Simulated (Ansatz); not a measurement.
Si (Fd-3m): band-edge transport data

Consider the following.

```yaml
crystal:
  lattice:
    - [0.00000, 2.71683, 2.71683]
    - [2.71683, 0.00000, 2.71683]
    - [2.71683, 2.71683, 0.00000]
  atoms:
    - { symbol: Si, position: [0.00000, 0.00000, 0.00000] }
    - { symbol: Si, position: [0.25000, 0.25000, 0.25000] }
```

The numbers are results of HSE06, rigid bands (plane waves, PAW, scalar-relativistic; Ansatz, a quantum-chemistry and plane-wave program), not measurements. Geometry: cell and atoms relaxed with PBEsol.

```json
{
 "band_gap": "1.13 eV",
 "electron conductivity mass (300 K, dilute)": "0.27 mₑ",
 "hole conductivity mass (300 K, dilute)": "0.32 mₑ",
 "effective density of states N_c (300 K)": "2.8e19 cm⁻³",
 "effective density of states N_v (300 K)": "3.4e19 cm⁻³",
 "density_of_states_mass_electrons": "1.09 mₑ",
 "density_of_states_mass_holes": "1.22 mₑ",
 "Seebeck coefficient, n-type 1e19 cm⁻³, 300 K": "-304 μV/K",
 "best n-type power factor at 300 K for τ = 10 fs (best axis; densities from 1e16 to 1e21 cm⁻³ tried, whether or not they can be reached)": "16.3 μW/(cm·K²) at 1e20 cm⁻³",
 "Seebeck coefficient, p-type 1e19 cm⁻³, 300 K": "316 μV/K",
 "best p-type power factor at 300 K for τ = 10 fs (best axis; densities from 1e16 to 1e21 cm⁻³ tried, whether or not they can be reached)": "15.9 μW/(cm·K²) at 1e20 cm⁻³"
}
```

Rigid bands; masses and Seebeck coefficients take one relaxation time τ for all states and one kind of carrier; polarons and phonon drag are left out. Spin-orbit coupling is left out; where it splits the top of the valence band, N_v and the p-type Seebeck coefficient come out somewhat high without it. Geometry: cell and atoms relaxed with PBEsol.
